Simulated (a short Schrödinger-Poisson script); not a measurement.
Stack: symmetric double-gate stack, SiO2 on p-type Si(100), at 300 K.

| layer | material | thickness (nm) | Na (cm⁻³) |
|---|---|---|---|
| 1 | SiO2 | 2.9 | - |
| 2 | Si | 2 | 1e17 |
| 3 | SiO2 | 2.9 | - |

Constants are typed, rounded textbook-type inputs, not results; the design itself was drawn at random and stands for no fabricated device. SiO2: permittivity 3.9, conduction-band edge (eV) 3.15, gap (eV) 9, electron mass (mₑ) 0.5. Si: permittivity 11.7, conduction-band edge (eV) 0, gap (eV) 1.124, Nv at 300 K (cm⁻³) 3.1e19.

Channel valleys (confinement mass, in-plane density-of-states mass, number): Δ2 0.916, 0.19, 2; Δ4 0.19, 0.417, 4. At the gates, both at one voltage, the conduction-band edge of layer 1 lies 3.25 eV − eVg above the Fermi level of the channel. Gaps are held at their typed values at every temperature. Mesh 0.03 nm at interfaces.

Solved with a short Schrödinger-Poisson script written for these runs: 1D Poisson equation in equilibrium, electrons quantum, Hartree (BenDaniel-Duke, 12 states a valley, the channel's in-plane mass for all, wave functions free to enter the dielectric), parabolic valleys, classical holes, full ionisation, no traps, pinning or gate leakage.

The same stack at other levels of the model or other numerical settings:

```csv
run,sheet density of all electrons at Vg = 1.6 V (cm⁻²),sheet density of all electrons at Vg = 0.4 V (cm⁻²),capacitance of both gates at Vg = 1.6 V (μF/cm²),rough cost against the base
base,1.83e13,2.95e12,2.12,about 1
"electrons treated as classical, Boltzmann",2.12e13,4.37e12,2.30,0.05
"electrons treated as classical, Fermi-Dirac",2.06e13,4.27e12,2.22,0.1
mesh six times as coarse,1.83e13,2.93e12,2.11,0.3
one subband a valley,1.83e13,2.95e12,2.12,0.4
```

The classical rows ignore confinement, and Boltzmann statistics overrate the density once the band edge passes the Fermi level.
